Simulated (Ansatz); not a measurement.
Take LuAlO$_{3}$ (space group P6_3/mmc, No. 194; a = 3.366 Å, c = 11.473 Å; a cell from a computed database, its experimental status unchecked) as the base. Axes: x lies along a and z along c of the hexagonal cell.

Now apply this change: uniaxial stress, 1 GPa tension along x, with the cell and atoms free to relax against it.

Level of theory: PBEsol in Ansatz (plane waves to 420 eV, PAW, no spin-orbit coupling).

Task: Give the band edges at the high-symmetry points of the new zone, measured from its valence-band maximum.

Result: 
```tsv
point	valence edge (eV)	conduction edge (eV)
Γ	-0.38	3.40
Y	-0.45	4.72
C₀	0.00	6.21
Σ₀	0.00	6.21
Z	-0.61	3.94
A₀	-0.30	6.31
E₀	-0.30	6.31
T	-0.55	5.00
S	-0.43	4.71
R	-0.54	4.99
```

The gap is 3.40 eV, indirect, C₀ → Γ.

Load acts through the strain it causes; cell and atoms are relaxed under it. Stability under load was not tested beyond the relaxation. Labels are those of the standard path for the cell's own space group.

Ansatz is a program for electronic structure.
